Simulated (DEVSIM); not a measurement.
Device: illuminated Si n-on-p cell, one wavelength, at 300 K.

```csv
layer (left to right),material,thickness (μm),Nd (cm⁻³),Na (cm⁻³),τn (s),τp (s),absorption coefficient (cm⁻¹)
1,Si,0.510,2e18,-,9.4e-7,6.3e-7,150
2,Si,81.0,-,2.1e15,8.5e-6,8.5e-6,150
```

Left contact: ohmic, minority hole recombination velocity 2e5 cm/s. Right contact: ohmic, minority electron recombination velocity 1e7 cm/s. Voltage is applied to the left contact. Recombination: SRH at mid-gap, radiative, Auger. Gap narrowing is on: ΔEg = 6.92 meV × (l + √(l² + 0.5)), l = ln(N/1.3e17 cm⁻³), shared equally by both band edges. Light enters at the left, 2.6e18 photons cm⁻² s⁻¹, one pass, no reflection. Mobility is μmin + (μ − μmin)/(1 + (N/Nref)^α).

This is a model device: material constants are rounded textbook-type values typed into the input, and sizes, dopings and lifetimes were drawn at random. Values at 300 K.

```tsv
parameter	Si
gap (eV)	1.124
affinity (eV)	4.05
permittivity	11.7
Nc (cm⁻³)	2.86e19
Nv (cm⁻³)	3.1e19
μn (cm²/Vs)	1417
μp (cm²/Vs)	470
μn,min	52
μp,min	45
Nref,n	9.7e16
Nref,p	2.2e17
αn	0.68
αp	0.72
B (cm³/s)	4.7e-15
Cn (cm⁶/s)	2.8e-31
Cp (cm⁶/s)	9.9e-32
```

Model (solved in DEVSIM): 1D drift-diffusion, Boltzmann statistics, complete ionisation; no tunnelling, impact ionisation, image-force lowering or self-heating.

The thickness of layer 2 was swept, all else fixed.

```
thickness of layer 2 (μm)  short-circuit current (mA/cm²)  fill factor  dark forward voltage at 1 A/cm² (V)  share of generated pairs collected at short circuit
-------------------------  ------------------------------  -----------  -----------------------------------  ---------------------------------------------------
16                                                   49.9         0.79                                0.580                                                0.546
28                                                   80.1         0.80                                0.595                                                0.553
49                                                    126         0.81                                0.612                                                0.578
81                                                    183         0.81                                0.628                                                0.622
140                                                   255         0.81                                0.647                                                0.697
240                                                   314         0.79                                0.676                                                0.775
400                                                   339         0.74                                0.727                                                0.815
```

From the first row to the last the short-circuit current goes from 49.9 to 339. From the first row to the last the fill factor goes from 0.79 to 0.74.
